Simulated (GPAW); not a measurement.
Input and output of a self-consistent single point for Al2Pd (Fm-3m, 3 atoms in the cell) (GPAW).

Method: PBEsol, GPAW PAW datasets PBEsol (made by gpaw-setup) (plane waves; GPAW).

The change in words: lattice scaled by 0.98. Reference geometry:
```yaml
crystal:
  lattice:
    - [0.00000, 2.94954, 2.94954]
    - [2.94954, 0.00000, 2.94954]
    - [2.94954, 2.94954, 0.00000]
  atoms:
    - { symbol: Al, position: [0.25000, 0.25000, 0.25000] }
    - { symbol: Al, position: [0.75000, 0.75000, 0.75000] }
    - { symbol: Pd, position: [0.00000, 0.00000, 0.00000] }
```

Reference input (self-consistent single point, DFT PBEsol, plane waves, GPAW PAW datasets PBEsol (made by gpaw-setup)): mode = pw; ecut = 600 eV; xc = PBEsol; kpts = 7 7 7; mesh shift (steps) = 0 0 0; occupations.name = methfessel-paxton; occupations.width = 0.136 eV; occupations.order = 0; nbands = -9; convergence.density = 1e-05 e/electron; convergence.energy = 1e-05 eV/electron; symmetry.symmorphic = false. This run's input differs from it in these lines:

```diff
@@ -5,7 +5,7 @@
 atoms = Atoms(['Al', 'Al', 'Pd'],
-              cell=[[0.000000, 2.949535, 2.949535],
-                    [2.949535, 0.000000, 2.949535],
-                    [2.949535, 2.949535, 0.000000]],
-              positions=[[1.474768, 1.474768, 1.474768],
-                         [4.424302, 4.424302, 4.424302],
+              cell=[[0.000000, 2.890544, 2.890544],
+                    [2.890544, 0.000000, 2.890544],
+                    [2.890544, 2.890544, 0.000000]],
+              positions=[[1.445272, 1.445272, 1.445272],
+                         [4.335816, 4.335816, 4.335816],
                          [0.000000, 0.000000, 0.000000]],
```

Output (repeated stretches shortened):

```
     iter     time        total  log10-change:
                         energy   eigst   dens
iter:   1 --:--:--   -18.108754
iter:   2 --:--:--   -16.754071   -1.27  -0.98
iter:   3 --:--:--   -14.579548   -0.40  -1.04
iter:   4 --:--:--   -14.558995   -2.32  -1.37
iter:   5 --:--:--   -14.511603   -2.19  -1.41
   [... 4 lines left out ...]
iter:  10 --:--:--   -14.489732   -4.44  -3.04
iter:  11 --:--:--   -14.490379   -4.26  -3.19
iter:  12 --:--:--   -14.489864   -4.23  -2.98
iter:  13 --:--:--   -14.489869   -5.49  -3.80
iter:  14 --:--:--   -14.489872c  -6.16  -4.03
iter:  15 --:--:--   -14.489867c  -5.90  -4.13
iter:  16 --:--:--   -14.489869c  -6.90  -4.05
iter:  17 --:--:--   -14.489870c  -7.55c -4.33
iter:  18 --:--:--   -14.489870c  -8.03c -4.61
iter:  19 --:--:--   -14.489870c  -8.07c -4.78
iter:  20 --:--:--   -14.489870c  -8.63c -5.21c
Converged after 20 iterations.

Dipole moment: (-0.000000, -0.000000, 0.000000) |e|*Ang

Energy contributions relative to reference atoms: (reference = -150340.855639)

Kinetic:        +12.045459
Potential:      -12.653939
External:        +0.000000
XC:             -13.822006
Entropy (-ST):   -0.024687
Local:           -0.047041
SIC:             +0.000000
--------------------------
Free energy:    -14.502213
Extrapolated:   -14.489870

Showing only first 2 kpts
 Kpt  Band  Eigenvalues  Occupancy
  0     9     11.32371    0.00000
  0    10     11.68041    0.00000
  0    11     11.68041    0.00000
  0    12     11.68041    0.00000

  1     9      9.59509    0.00000
  1    10      9.59509    0.00000
  1    11     10.48857    0.00000
  1    12     10.75180    0.00000

Fermi level: 7.55422

No gap
No difference between direct/indirect transitions
Energy (eV): -14.48987

Forces in eV/Ang:
  0 Al   -0.00000    0.00000    0.00000
  1 Al    0.00000   -0.00000    0.00000
  2 Pd   -0.00000    0.00000    0.00000

Stress tensor:
    -0.048950    -0.000000     0.000000
    -0.000000    -0.048950     0.000000
     0.000000     0.000000    -0.048950
Stress (GPa, Voigt): [-7.8427 -7.8427 -7.8427  0.      0.     -0.    ]
```

The run converged in 20 iterations. GPAW prints stress with tension positive. Against the reference run the free energy goes up by 22.3 meV/atom and the pressure goes from -0.31 to 7.84 GPa.

The starting cell comes from a database of computed structures (which also holds hypothetical and non-ambient phases and stackings), without a prior relaxation at this level. For this run, on top of that: lattice scaled by 0.98. Spin polarisation is off. With a pressure of about 8 GPa the cell is away from its equilibrium volume at this level.
